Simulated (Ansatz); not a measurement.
An Ansatz (an electronic-structure program) run: TaSi2 with a change (biaxial strain −1.05 %, plane normal [001], relaxed out of plane); PBE (Ansatz, PAW, no SOC).

Input:

Ansatz 0.2 input:
```yaml
crystal:
  lattice:
    - [4.7525552412, 0, 0]
    - [2.3762776206, 4.1158335718, 0]
    - [0, 0, 6.6380872654]
  atoms:
    - { symbol: Ta, position: [0.5, 0.5, 0] }
    - { symbol: Ta, position: [0.5, 0, 0.3333333333] }
    - { symbol: Ta, position: [0, 0.5, 0.6666666667] }
    - { symbol: Si, position: [0.1590300236, 0.1590300236, 0] }
    - { symbol: Si, position: [0.8409699764, 0.3180600472, 0.3333333333] }
    - { symbol: Si, position: [0.6819399528, 0.1590300236, 0.6666666667] }
    - { symbol: Si, position: [0.8409699764, 0.8409699764, 0] }
    - { symbol: Si, position: [0.1590300236, 0.6819399528, 0.3333333333] }
    - { symbol: Si, position: [0.3180600472, 0.8409699764, 0.6666666667] }
basis: { ecutwfc: 420, ecutrho_ratio: 4, xc_grid: 2, fft_grid_basis: typed }
kpoints: { mp_grid: { grid: [11, 11, 7] } }
hamiltonian:
  xc: pbe
  dispersion: none
  pseudopotentials: { kind: paw }
scf: { occupations: { method: fermi_dirac, width: 0.05 } }
relax: { f_tol: 0.005, max_steps: 50, cell: { stress_tol: 0.01, fix: [a, b, gamma] } }
output: { forces: true, stress: true }
checkpoint: { write: state.ck, write_every: 1000 }
```

Output (explanatory and most iteration lines left out):

```
Relaxation: its limit of steps is 50 (relax.max_steps)
Pseudopotential: Ta, paw, valence charge 13
Pseudopotential: Si, paw, valence charge 4
Crystal: 9 atoms, lattice volume = 129.846 Å³
Basis set: ecut = 420 eV, 2537 PW (Γ), exchange–correlation on 64×64×90 points (8 copies of the dense FFT grid, shifted against one another)
Bands: 41, of which v1, the nominal top of the filled ones, is band 32 counted from 1 (31 counted from 0)
Symmetry: 12 space group operations
Space group: P6222 (ITA 180), of the structure as read, at distance tolerance 5.1e-5 Å
k-points: 64 of 847 (time reversal used)
Functional: x = pbe(κ = 0.804, μ = 0.2195149727645171), c = pbe(β = 0.06672455060314922)
SCF iter   1: F=—  HF=-33615.899394 eV  |F-HF|=—  |Δ(HF+E_count)|=         —  Δρ=3.98e-3  dr2=1.21e-2  ethr=1.77e-3  ⟨swp⟩=6.8  Hψ=12362  notcnv=0  defer=18
SCF iter   2: F=—  HF=-33615.900521 eV  |F-HF|=—  |Δ(HF+E_count)|=   1.13e-3  Δρ=2.25e-3  dr2=3.28e-3  ethr=1.92e-5  ⟨swp⟩=2.1  Hψ=3811  notcnv=0  defer=62
SCF 1 converged in 6 iterations: F = -33615.901418 eV  dr2 = 6.42e-9
relax step   1: F+E_penalty+E_count = -33615.90141810 eV  Δ(F+E_penalty+E_count) = +0.000e0 eV  max|allowed force component| = 4.542e-2 eV/Å  Δτ_max = 0.0000 Å  P = +2.716 GPa  Ω = 129.846 Å³  fix = [a, b, gamma]  reactions: a +4.374, b +4.374 GPa  (6 SCF iters, dr2 threshold 1.00e-7 eV, accepted)
[... steps on the carried basis left out ...]
relax step   3: F+E_penalty+E_count = -33615.90214546 eV  Δ(F+E_penalty+E_count) = -8.276e-5 eV  max|allowed force component| = 6.379e-4 eV/Å  Δτ_max = 0.0005 Å  P = +2.969 GPa  Ω = 129.693 Å³  energy of the carried Pulay correction = +4.503e-5 eV  fix = [a, b, gamma]  reactions: a +4.449, b +4.449 GPa  (3 SCF iters, dr2 threshold 2.92e-7 eV, accepted)
Crystal: 9 atoms, lattice volume = 129.693 Å³
SCF iter   1: F=—  HF=-33615.902029 eV  |F-HF|=—  |Δ(HF+E_count)|=         —  Δρ=9.06e-6  dr2=1.12e-7  ethr=2.52e-7  ⟨swp⟩=3.0  Hψ=18725  notcnv=0
SCF iter   2: F=—  HF=-33615.902104 eV  |F-HF|=—  |Δ(HF+E_count)|=   7.42e-5  Δρ=4.64e-6  dr2=3.09e-8  ethr=1.79e-10  ⟨swp⟩=3.0  Hψ=5209  notcnv=0
SCF 4 converged in 6 iterations: F = -33615.902104 eV  dr2 = 5.27e-13
SCF converged after 6 iterations
Free energy (F): -33615.902104 eV
Internal energy: -33615.875068 eV  (E = F + TS)
E sigma→0 (E₀):  -33615.888586 eV
Entropy (-TS):   -0.027036 eV (-3.004 meV/atom)
Fermi energy:    15.266783 eV
--- Forces (eV/Å), atoms counted from 1 ---
  atom   1  Ta     0.00000000    -0.00000000     0.00000000
  atom   2  Ta     0.00000000     0.00000000     0.00000000
  atom   3  Ta    -0.00000000     0.00000000    -0.00000000
  atom   4  Si     0.00058572     0.00033816     0.00000000
  atom   5  Si    -0.00000000     0.00067633     0.00000000
  atom   6  Si    -0.00058572     0.00033816    -0.00000000
  atom   7  Si    -0.00058572    -0.00033816     0.00000000
  atom   8  Si     0.00000000    -0.00067633     0.00000000
  atom   9  Si     0.00058572    -0.00033816    -0.00000000
--- Stress (GPa, compression-positive) ---
        4.451005       0.000000       0.000000
        0.000000       4.451005      -0.000000
        0.000000      -0.000000       0.003730
  P = ⅓ Tr σ = 2.9686 GPa (29.686 kbar)
--- Relaxed structure (3 steps of the walk, 3 accepted, 1 SCFs on fresh bases) ---
  cell:  # Å, volume = 129.6935 Å³
    - [4.752555241218428, 7.435975173269759e-97, 0.0]
    - [2.376277620609214, 4.11583357178404, 5.21796374721557e-35]
    - [0.0, 8.415621792670477e-35, 6.6302985501654295]
  atoms:
    - { symbol: Ta, position: [0.5, 0.49999999999999994, -1.0638219786937879e-34] }
    - { symbol: Ta, position: [0.5, -1.9024940845973746e-20, 0.3333333333333333] }
    - { symbol: Ta, position: [2.7755575615628914e-17, 0.49999999999999994, 0.6666666666666666] }
    - { symbol: Si, position: [0.1593821637155432, 0.15938216371554317, -1.208888612152032e-34] }
    - { symbol: Si, position: [0.8406178362844569, 0.31876432743108635, 0.3333333333333333] }
    - { symbol: Si, position: [0.6812356725689136, 0.15938216371554317, 0.6666666666666666] }
    - { symbol: Si, position: [0.8406178362844567, 0.8406178362844569, -7.736887117773002e-35] }
    - { symbol: Si, position: [0.1593821637155432, 0.6812356725689136, 0.3333333333333333] }
    - { symbol: Si, position: [0.31876432743108635, 0.8406178362844569, 0.6666666666666666] }
```

Without a gap, meshes like the base's 11×11×7 leave anisotropic stresses uncertain by several tenths of a GPa, and small strain energies with them. Whether these cells are dynamically stable was not tested. The final runs are not spin-polarised. The cell was made from TaSi₂ (space group P6_222, No. 180) by this change: biaxial strain −1.05 %, plane normal [001], relaxed out of plane.
